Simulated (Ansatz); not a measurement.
A computed series for Pt: response to strain

The parent structure is Pt in the fcc (Cu type) structure (space group Fm-3m, No. 225; a = 3.942 Å; relaxed with 0.1 eV smearing). Axes: x, y, z lie along the cube axes.

Strains are applied to the cell and any free atomic positions relax; under biaxial strain the out-of-plane vector relaxes too.

The values are results of r2SCAN/PAW in Ansatz (a program for electronic structure), scalar-relativistic without spin-orbit coupling, not measurements.

Notes on the quantities. energy relative to the base: free energy F.

```tsv
biaxial strain, plane normal [001], relaxed out of plane (%)	energy relative to the base (meV/atom)
0	0.0
0.5	0.5
1	2.0
1.5	?
2	7.4
2.5	11.0
3	15.1
```

### Question
Fit ΔE = Aε² + Bε³ (ε in %) to the rows shown and predict the withheld row.

### Answer
Least squares on the printed values gives A = 2.18 and B = -0.17 meV/atom (largest residual 0.0 meV/atom); this predicts 4.3 meV/atom, and the run gives 4.3 meV/atom, in agreement.

Stability against distortions was not tested. The final runs are not spin-polarised.
